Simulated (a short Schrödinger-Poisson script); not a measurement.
Stack: MOS inversion layer, Si3N4 on p-type Si(100), at 300 K.

From the gate side: 4.9 nm Si3N4; 1700 nm Si, acceptors 6.6e16 cm⁻³.

The device is made up for the run: typed textbook-type constants, with dimensions and the other settings drawn at random. Si3N4: permittivity 7.5, conduction-band edge (eV) 1.95, gap (eV) 5.1, electron mass (mₑ) 0.5. Si: permittivity 11.7, conduction-band edge (eV) 0, gap (eV) 1.124, Nv at 300 K (cm⁻³) 3.1e19.

Channel valleys (confinement mass, in-plane density-of-states mass, number): Δ2 0.916, 0.19, 2; Δ4 0.19, 0.417, 4. At the gate the conduction-band edge of layer 1 lies 2.46 eV − eVg above the Fermi level of the channel; the field vanishes at the back. Gaps are held at their typed values at every temperature. Mesh 0.03 nm at interfaces.

Solved with a short Schrödinger-Poisson script written for these runs: 1D Poisson equation in equilibrium, electrons quantum, Hartree (BenDaniel-Duke, 12 states a valley, the channel's in-plane mass for all, wave functions ending at the dielectric), parabolic valleys, classical holes, full ionisation, no traps, pinning or gate leakage.

```csv
Vg (V),electrons (cm⁻²),C (μF/cm²),Δ2 E0 (meV from the Fermi level),Δ4 E0 (meV from the Fermi level)
0.5,2.76e10,0.203,157.7,188.3
0.6,2.64e11,0.646,96.7,130.5
0.7,7.37e11,0.869,66.6,105.2
0.8,1.31e12,0.965,48.2,91.7
0.9,1.93e12,1.02,35.0,83.1
1,2.57e12,1.05,24.5,77.0
1.1,3.24e12,1.08,15.7,72.3
1.2,3.92e12,1.10,8.1,68.5
1.3,4.61e12,1.11,1.3,65.4
1.4,5.31e12,1.12,-4.9,62.6
1.5,6.01e12,1.13,-10.6,60.2
1.6,6.72e12,1.14,-16.0,58.1
1.7,7.44e12,1.15,-21.1,56.1
1.8,8.16e12,1.15,-25.9,54.3
1.9,8.88e12,1.16,-30.6,52.6
2,9.60e12,1.16,-35.1,51.0
2.1,1.03e13,1.17,-39.5,49.5
```

Gate voltages with under 1e9 electrons/cm² are left out.

At Vg = 2.1 V the lowest Δ2 subband lies at -39.5 meV from the Fermi level. How many electrons does it hold, and what share of all?

The two-dimensional density of states is g m/(πħ²) = 1.59e11 cm⁻² meV⁻¹ (both spins), kT = 25.9 meV, so n = D kT ln(1 + exp(−E/kT)) = 7.07e12 cm⁻², 0.68 of the 1.03e13 cm⁻² in all.

Compare the slope of the sheet density between 1.9 and 2.1 V with the geometric capacitance of the layers between gate and channel.

q Δn/ΔV = 1.14 μF/cm²; ε0/Σ(t/ε) = 1.36 μF/cm². The ratio is 0.84: the channel acts as a further capacitance in series.
